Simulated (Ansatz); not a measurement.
ZrSi2 under a change: biaxial strain −2.90 %, plane normal [001], relaxed out of plane

The parent structure is ZrSi2 (space group Cmcm, No. 63; a = 3.704 Å, b = 14.792 Å, c = 3.679 Å). Axes: x, y, z lie along a, b, c of the conventional cell.

Now apply this change: compressive biaxial strain of 2.90 % in the plane normal to [001], as in epitaxy on a mismatched substrate; the out-of-plane cell vector and the atoms relax.

Computed with PBE (Ansatz, a quantum-chemistry and plane-wave program, PAW, no spin-orbit coupling). Γ-centred 13×13×13 mesh, Fermi–Dirac width 0.05 eV.

The space group stays Cmcm (No. 63) and the shortest interatomic distance increases by 1.1 pm, from 242.0 pm to 243.1 pm. The energy rises by 23 meV/atom and the band gap stays zero. The out-of-plane strain comes out as +1.74 % (rough) and the mean in-plane stress (compression positive) amounts to +7.7 GPa (rough).

Cost of the whole job for the changed cell (relaxation, final SCF and bands): roughly 4 core-minutes.

Without a gap, meshes like the base's 13×13×13 leave anisotropic stresses uncertain by several tenths of a GPa, and small strain energies with them. Stability against distortions was not tested. The final runs are not spin-polarised.
